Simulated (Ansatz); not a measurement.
BeTe, response to strain

The reference is BeTe in the zinc blende structure (space group F-43m, No. 216; a = 5.657 Å). Axes: x, y, z lie along the cube axes.

Strains are applied to the cell and any free atomic positions relax; under biaxial strain the out-of-plane vector relaxes too.

Levels (all Ansatz, a program for electronic structure, PAW): r2SCAN (500 eV, no spin-orbit coupling); HSE06 (420 eV, without spin-orbit coupling).

Band gaps by level, all at the geometries relaxed with r2SCAN:

```tsv
case	r2SCAN	HSE06
base	2.38 eV	2.69 eV
biaxial strain −3.68 %, plane normal [001], relaxed out of plane	1.97 eV	2.28 eV
biaxial strain +2.12 %, plane normal [111], relaxed out of plane	2.30 eV	2.63 eV
isotropic strain +4.67 %	2.66 eV	…
uniaxial strain ε_xx = +1.09 %	2.36 eV	…
uniaxial strain ε_yy = +3.13 %	2.32 eV	…
```

### Question
What belongs in the blanks?

### Answer

- isotropic strain +4.67 %, HSE06: 2.99 eV
- uniaxial strain ε_xx = +1.09 %, HSE06: 2.68 eV
- uniaxial strain ε_yy = +3.13 %, HSE06: 2.64 eV

Single points use the geometry relaxed with r2SCAN. HSE06 was sampled on its mesh, a few special points and the semilocal edge points, so its gap is an upper bound. Spin-orbit coupling, missing from the scalar runs, can matter with Te. Whether these cells are dynamically stable was not tested.
